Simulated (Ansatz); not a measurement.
**Response to strain in Sn**

The reference is Sn in the diamond structure (space group Fd-3m, No. 227; a = 6.474 Å; relaxed with 0.1 eV smearing). Axes: x, y, z lie along the cube axes.

Strains are applied to the cell and any free atomic positions relax; under biaxial strain the out-of-plane vector relaxes too.

The values are results of LDA in Ansatz (plane waves to 420 eV, PAW, no SOC), not measurements.

Candidates:
(a) biaxial strain +1.50 %, plane normal [001], relaxed out of plane
(b) biaxial strain +2.00 %, plane normal [001], relaxed out of plane
(c) biaxial strain −2.50 %, plane normal [001], relaxed out of plane
(d) biaxial strain +0.50 %, plane normal [001], relaxed out of plane
(e) biaxial strain +2.50 %, plane normal [001], relaxed out of plane

Notes on the quantities. energy relative to the base: free energy F.

Question: Order them by energy relative to the base, lowest first.

Answer: (d) biaxial strain +0.50 %, plane normal [001], relaxed out of plane (+0.4 meV/atom), (a) biaxial strain +1.50 %, plane normal [001], relaxed out of plane (+3.0 meV/atom), (b) biaxial strain +2.00 %, plane normal [001], relaxed out of plane (+5.3 meV/atom), (e) biaxial strain +2.50 %, plane normal [001], relaxed out of plane (+8.2 meV/atom), (c) biaxial strain −2.50 %, plane normal [001], relaxed out of plane (+9.1 meV/atom)

No phonon test of stability was made.

Ansatz is an electronic-structure program.
